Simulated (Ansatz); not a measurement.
The reference is Si (space group Ia-3, No. 206; a = 6.6016 Å).

All numbers come from PBEsol/PAW in Ansatz (a first-principles code), no spin-orbit coupling.

Before the change:

The pressure comes out as 0.0 GPa and the band gap is zero.

One thing is altered: an isotropic linear strain of −3.80 %; the atoms relax in the strained cell.

How does this affect the energy relative to the base?

The energy rises by 75 meV/atom.

How does this affect the pressure?

The pressure goes from zero to 13.4 GPa.

What happens to the largest internal atomic displacement?

The largest internal atomic displacement is 0.038 Å.

What happens to the band gap?

The band gap is still zero.

Whether these cells are dynamically stable was not tested. This is not the structure that Si has at room temperature and ambient pressure. The zero or small gap of Si can change with the level of theory.
